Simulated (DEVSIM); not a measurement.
System: isotype n-n heterojunction Si/Ge, at 400 K.

```tsv
layer (left to right)	material	thickness (μm)	Nd (cm⁻³)	τn (s)	τp (s)
1	Si	0.780	1.7e17	2e-6	2e-6
2	Ge	0.710	1.1e17	2e-6	2e-6
```

Left contact: ohmic. Right contact: ohmic. Voltage is applied to the left contact. Recombination: SRH at mid-gap. Mobility is μmin + (μ − μmin)/(1 + (N/Nref)^α).

Constants are typed, rounded textbook-type inputs, not results; the design itself was drawn at random and stands for no fabricated device. Values at 300 K; Nc and Nv go as T^1.5, mobilities as T to minus their exponent, the gap by Varshni's rule with the affinity fixed.

```csv
parameter,Si,Ge
gap (eV),1.124,0.664
affinity (eV),4.05,4
permittivity,11.7,16
Nc (cm⁻³),2.86e19,1.04e19
Nv (cm⁻³),3.1e19,6e18
μn (cm²/Vs),1417,3900
μp (cm²/Vs),470,1900
"μn,min",52,150
"μp,min",45,100
"Nref,n",9.7e16,2.6e17
"Nref,p",2.2e17,4e17
αn,0.68,0.56
αp,0.72,0.6
T exponent of μn,2.3,1.66
T exponent of μp,2.2,2.33
Varshni α (eV/K),0.000473,0.000477
Varshni β (K),636,235
```

Simulated with DEVSIM: 1D drift-diffusion, Boltzmann statistics, complete ionisation; no tunnelling, impact ionisation, image-force lowering or self-heating. Band offsets follow the typed affinities; no thermionic-emission limit at abrupt steps, no polarisation charge.

Q: Give the dark forward current.

A: 
```tsv
V (V)	J (A/cm²)
0.05	4400
0.10	8800
0.15	13000
0.20	18000
0.25	22000
0.30	26000
0.35	31000
0.40	35000
0.45	40000
0.50	44000
0.55	48000
0.60	53000
0.65	57000
0.70	62000
0.75	66000
0.80	70000
0.85	75000
0.90	79000
0.95	84000
1.00	88000
1.05	93000
1.10	97000
1.15	100000
```
